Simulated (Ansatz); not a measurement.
**CaZrN2 (model structure, started from the beta NaFeO2 type, Pna2₁, No. 33, 16 atoms in the cell): band gap by level of theory**

No measured value is used here.

```tsv
level (code)	value (eV)
LDA (Ansatz)	1.10
PBEsol+SOC (Ansatz)	1.12 (direct)
r²SCAN+SOC (Ansatz)	1.54 (direct)
dielectric-dependent PBEsol hybrid (Ansatz)	2.00
HSE06 (Ansatz)	2.14
PBE0 (Ansatz)	2.83
```

Computed values are for a static lattice. Spin–orbit coupling is included only where a level's name says +SOC; with heavier elements it mostly lowers gaps and can invert bands.  PBEsol+SOC, r²SCAN+SOC: the gap is read on the k mesh or supercell of the run alone and can be too large. Values are at the PBEsol cell. Cutoffs and k meshes differ between the levels. Ansatz's density-functional and Hartree–Fock values are scalar-relativistic unless marked +SOC, with PAW data made under PBE.

A model structure was made by putting elements into a prototype or built by hand; it is no filed structure, need not be a known phase, and can be a saddle point held by its symmetry.

Ansatz is a program for electronic structure.
